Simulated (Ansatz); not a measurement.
The reference is BAs in the zinc blende structure (space group F-43m, No. 216; a = 4.732 Å). Axes: x, y, z lie along the cube axes.

Method: Ansatz (a program for electronic structure) LDA, without spin-orbit coupling.

Modification: tensor shear ε_xy = +1.43 % (engineering shear γ = 0.0286), atoms relaxed at fixed cell.

Problem. Predict the stress tensor and what it implies for the stiffness.

Solution. Stress of the strained cell less that of the base (GPa, compression positive):
```
   0.14   -4.47    0.00
  -4.47    0.14    0.00
   0.00    0.00   -0.02
```

Then −Δσ/γ with γ = 2ε = 0.0286 gives secant stiffness values (nonlinear terms included at this strain): C66 ≈ 156 GPa.

As a check, the harmonic strain energy −½ V₀ Δσ:ε is 5.3 meV/atom; the computed energy rise is 5.3 meV/atom.

Whether these cells are dynamically stable was not tested.
